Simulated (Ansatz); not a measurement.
SnS (F-43m, No. 216, 2 atoms in the cell; start mp-10013; a measured phase of this formula has another space group) was calculated with G0W0@HSE06 in Ansatz (plane waves, hard PAW, contour deformation).

The cell is the one relaxed with PBEsol. Conventional cell: a = 6.3636 Å, b = 6.3636 Å, c = 6.3636 Å, α = 90.00°, β = 90.00°, γ = 90.00°.

The quasiparticle gap at Γ at a fixed k mesh 2×2×2:

```json
[
 {"response cutoff": "150 eV, 494 empty bands", "value (eV)": "5.897"},
 {"response cutoff": "200 eV, 760 empty bands", "value (eV)": "5.931"},
 {"response cutoff": "250 eV, 1062 empty bands", "value (eV)": "5.949"},
 {"response cutoff": "300 eV, 1396 empty bands", "value (eV)": "5.959"}
]
```

Taking the value to converge with the response cutoff E as E^(−3/2), extrapolate from the last two rows.

With y = y∞ + c/w and weights w = 3953 and 5196 for the last two rows, y∞ = (w2 y2 − w1 y1)/(w2 − w1) = (5196 × 5.959 − 3953 × 5.949)/1243 = 5.991 eV, which lies 0.032 beyond the last row. Successive pairs of rows give 5.994, 5.994, 5.991. The limit also hangs on the law assumed, so its last digits aren't firm.

The other settings are not extrapolated, so this is the limit in one setting alone.

At the last cutoff the smallest gap on this mesh is 1.71 eV, with an edge away from Γ.

Spin–orbit coupling is not included.

Note: filled d or f shells below the valence bands can shift G0W0 gaps through exchange with them, which wasn't tested here. Note: GW on a hybrid start was not checked against another program.

A start named mp-… is a Materials Project structure, which need not be a measured phase.

Ansatz is a first-principles code.
